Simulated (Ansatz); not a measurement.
A periodic model of amorphous Si₂₄O₄₇H₂:

```
H2O47Si24
1.0
   10.23204    -0.04038    -0.05764
   -0.04038     9.85624    -0.19171
   -0.05764    -0.19171    10.48703
Si O H
24 47 2
Direct
  0.80487   0.35484   0.73574
  0.58525   0.25732   0.92776
  0.41202   0.69899   0.63581
  0.45873   0.22582   0.51041
  0.09021   0.35241   0.77456
  0.31403   0.33629   0.99203
  0.16199   0.86687   0.88701
  0.14910   0.47389   0.19134
  0.58659   0.51666   0.45104
  0.91543   0.94195   0.02899
  0.70368   0.73079   0.00597
  0.62520   0.00171   0.35678
  0.47094   0.81912   0.16922
  0.07840   0.65134   0.70450
  0.96337   0.16353   0.58171
  0.97245   0.30602   0.33637
  0.77477   0.17368   0.15546
  0.93680   0.68560   0.17000
  0.79235   0.65439   0.74099
  0.52582   0.01995   0.71686
  0.34124   0.65586   0.35873
  0.37903   0.04949   0.98256
  0.02980   0.59599   0.41711
  0.78024   0.93623   0.60907
  0.97183   0.44402   0.42807
  0.92765   0.00628   0.61317
  0.50992   0.09665   0.88679
  0.17872   0.57193   0.33183
  0.97539   0.84201   0.13736
  0.53334   0.36762   0.52463
  0.04024   0.56675   0.12258
  0.79813   0.64621   0.10153
  0.52498   0.11476   0.40858
  0.78324   0.77828   0.64424
  0.99503   0.17783   0.42851
  0.42281   0.95093   0.09201
  0.19827   0.32339   0.88535
  0.09402   0.32864   0.23686
  0.46305   0.87413   0.69474
  0.70743   0.05932   0.23849
  0.27262   0.98824   0.88261
  0.13337   0.49725   0.71676
  0.46286   0.36257   0.93903
  0.02214   0.94275   0.91553
  0.89343   0.09962   0.07593
  0.83264   0.25264   0.61374
  0.55184   0.86649   0.29641
  0.34194   0.73882   0.22146
  0.05133   0.67130   0.55188
  0.68570   0.01892   0.71095
  0.46164   0.14805   0.64918
  0.27520   0.44961   0.10272
  0.94527   0.66046   0.79050
  0.77221   0.50158   0.67893
  0.93834   0.35998   0.82696
  0.84007   0.29133   0.24942
  0.32823   0.74791   0.48588
  0.55902   0.73234   0.06769
  0.72511   0.95133   0.46512
  0.08715   0.22543   0.66734
  0.93973   0.68591   0.32577
  0.54854   0.64011   0.56634
  0.32856   0.18701   0.05474
  0.44117   0.53359   0.35168
  0.20332   0.75343   0.98765
  0.76980   0.88203   0.98951
  0.69470   0.66268   0.86325
  0.68247   0.29845   0.81771
  0.30655   0.24676   0.46506
  0.66389   0.23700   0.06034
  0.15894   0.78741   0.74958
  0.21855   0.77202   0.07822
  0.25331   0.16517   0.45671
```

Methods: PBE, scalar-relativistic without spin-orbit coupling (Ansatz, a first-principles code); r2SCAN, scalar-relativistic without spin-orbit coupling (Ansatz). Neutral PBE cell, which sets geometry, pressure and energy: sampling: a 2×2×2 Γ-centred mesh; Fermi-Dirac width 0.02 eV; no spin polarisation. The usual formal charges leave 4 electrons over, so the level spacing at the Fermi energy parts defect or band states and needn't be the band gap.

Preparation: random packing, a CHGNet melt and quench, and a DFT relaxation. O atoms were pushed apart under 1.9 Å during the dynamics, to hinder bonds among them. The hot cell started wider than the set density and was brought back towards it in steps. It is the lowest in DFT energy of 2 quenches. It is a model cell: composition and starting density were chosen by hand, and all elements were melted together. No dispersion term was used. Its density started from a set value of 2.24 and ended at 2.24 g/cm³. The quench (nominally 780 K/ps over its main leg) was far faster than any real one, so the model tends to hold more defects than a real film. Values belong to this one cell and scatter from quench to quench. The volume was held where the preparation left it and the shape relaxed.

### Question
Give the pressure, the energy against reference phases and the spacing of the highest filled and lowest empty levels.

### Answer

* **Pressure on a 2×2×2 Γ-centred mesh**: 2.0 kbar
* **Largest force and stress component on that mesh (the relaxation ran on the zone centre alone)**: 0.14 eV/Å and 0.2 GPa
* **Energy relative to alpha cristobalite + H2 gas + silicon (lowest mix at this level among the phases computed, not always the ambient ones)**: 0.173 eV/atom
* **Level spacing at the Fermi energy on a 2×2×2 Γ-centred mesh (PBE)**: 1.07 eV
* **Level spacing at the Fermi energy at the zone centre (PBE)**: 1.13 eV
* **Level spacing at the Fermi energy at the zone centre (r2SCAN)**: 1.48 eV

### Question
At PBE and the zone centre, how localised are the states just below and above the Fermi level (participation number: the atoms over which a state spreads)?

### Answer
The highest filled state is spread over 4.5 atoms' worth, largest on Si9, with weights by element (charge in smoothed Voronoi cells) Si 0.66, O 0.34, H 0.00. The lowest empty state is spread over 56.5 atoms' worth, largest on O27, with weights by element (charge in smoothed Voronoi cells) O 0.64, Si 0.33, H 0.03.

At PBE the levels at the filled edge of the gap are localised (band-tail or defect states).

Cut-offs for bonds: Si-Si 2.60 Å, Si-O 2.06 Å, Si-H 1.70 Å, O-O 1.58 Å, O-H 1.16 Å, H-H 0.90 Å. Two cations that share two anions don't count as bonded, nor two that share one unless they lie closer than Si-Si 2.38 Å.

Added carriers, by PBE, scalar-relativistic without spin-orbit coupling (Ansatz) on the zone centre alone. Charged cells keep the cell fixed and stand in a uniform background, with no image correction, at a width of 0.01 eV; where the count is odd the moment is locked at 1 μB, unless the neutral cell bore moments. Each starts from the undistorted neutral geometry alone. PBE's self-interaction favours spread-out carriers, so it can miss traps that a hybrid finds.

### Question
What happens at PBE when the cell takes an extra electron and the atoms relax?

### Answer
Relaxation lowers the charged cell by 0.05 eV. The largest moves are O39 0.08 Å, H73 0.06 Å, O36 0.05 Å, O70 0.05 Å. The level that holds the added charge spreads over 52.1 atoms' worth, most on O27 (weight 0.05): a carrier spread over the cell. No bond crosses its cut-off with a change of over 0.15 Å. Made neutral again at that geometry, the cell lies +0.06 eV from the neutral start.

### Question
What happens at PBE when the cell takes a hole and the atoms relax?

### Answer
Relaxation lowers the charged cell by 0.59 eV. The largest moves are Si9 0.26 Å, H73 0.18 Å, O62 0.16 Å, Si3 0.15 Å. The level that was emptied spreads over 4.1 atoms' worth, most on Si9 (weight 0.45): a localised (trapped) carrier, which neighbours of that atom can share. No bond crosses its cut-off with a change of over 0.15 Å. Made neutral again at that geometry, the cell lies +0.54 eV from the neutral start (a closed shell was imposed there, with levels 0.36 eV apart, so this is an upper bound).

A PBE run started with 1 μB on atoms that lack a bond or may hold spare charge lost its moments; other starts weren't tried.
